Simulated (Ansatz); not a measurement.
# A computed series for CsGeBr3: pressure series

Start from CsGeBr3 in the cubic perovskite structure (space group Pm-3m, No. 221; a = 5.544 Å; a cell from a computed database, its experimental status unchecked).

Cell and atoms are relaxed at each pressure.

Method: Kohn–Sham DFT with the r2SCAN functional, run in Ansatz (a program for electronic structure) with PAW and 500 eV plane waves, no SOC.

| pressure (GPa) | volume per atom (Å³/atom) |
|---|---|
| -2 | 37.478 |
| -1 | 35.543 |
| 0 | 34.080 |
| 1.8 | ? |
| 4.2 | 30.132 |
| 9 | 27.524 |
| 18 | 24.525 |
| 45 | 20.083 |
| 60 | 18.719 |

Fit the third-order Birch–Murnaghan form P(V) = (3B₀/2)[(V₀/V)^(7/3) − (V₀/V)^(5/3)]·[1 + (3/4)(B₀′ − 4)((V₀/V)^(2/3) − 1)] (squares taken in P) to the rows shown and predict the withheld row.

Least squares on the printed values gives V₀ = 34.094 Å³/atom, B₀ = 26.2 GPa, B₀′ = 4.4; this predicts 32.102 Å³/atom, and the run gives 32.095 Å³/atom, 0.007 lower.

The mesh was chosen for an insulator and is coarse for the gapless case. Load acts through the strain it causes; cell and atoms are relaxed under it. No phonon test of stability was made. No other phases were tried under pressure. All final runs are without spin polarisation. Many cubic perovskites are stable only at high temperature; tilts and polar distortions were not tested.
